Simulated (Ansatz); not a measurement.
LuAlO₃ (R-3c, No. 167, 10 atoms in the cell; start mp-754435) was calculated with PBEsol+SOC (PAW; Ansatz, an electronic-structure program).

Numerical settings: plane-wave cutoff 520 eV, 6×6×6 k mesh, Fermi–Dirac smearing 0.01 eV, PAW data made under PBE.

Cell (relaxed with PBEsol):

```
CELL_PARAMETERS angstrom
      2.61300     1.50862     4.16614
     -2.61300     1.50862     4.16614
      0.00000    -3.01724     4.16615
ATOMIC_POSITIONS crystal
  Lu 0.75000 0.75000 0.75000
  Lu 0.25000 0.25000 0.25000
  Al 0.00000 0.00000 0.00000
  Al 0.50000 0.50000 0.50000
  O  0.75000 0.33457 0.16543
  O  0.25000 0.66543 0.83457
  O  0.16543 0.75000 0.33457
  O  0.83457 0.25000 0.66543
  O  0.33457 0.16543 0.75000
  O  0.66543 0.83457 0.25000
```

### Question
Give the computed band gap.

### Answer

* **band gap**: 5.08 eV (on the SCF k mesh)

The computed numbers hold no vibrational or temperature effects.

A start named mp-… is a Materials Project structure, which need not be a measured phase.
